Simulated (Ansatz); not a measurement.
C: response to strain

The reference is C in the diamond structure (space group Fd-3m, No. 227; a = 3.5603 Å). Axes: x, y, z lie along the cube axes.

Strains are applied to the cell and any free atomic positions relax; under stress the whole cell relaxes.

The values are results of r2SCAN (Ansatz, a quantum-chemistry and plane-wave program, PAW, no spin-orbit coupling), earlier PAW set, not measurements.

Candidates:
(a) uniaxial strain ε_zz = −4.26 %
(b) tensor shear ε_yz = +3.39 %
(c) uniaxial stress, 3 GPa tension along x

Before the change:

| Property | Value |
|---|---|
| Band gap | 4.36 eV |

Q: Order them by band gap, lowest first.

A: (a) uniaxial strain ε_zz = −4.26 % (3.27 eV), (b) tensor shear ε_yz = +3.39 % (3.59 eV), (c) uniaxial stress, 3 GPa tension along x (4.32 eV)

Gaps are Kohn–Sham eigenvalue differences; semilocal functionals usually give less than the measured gap. Beyond what the load breaks, stability against distortions was not tested.
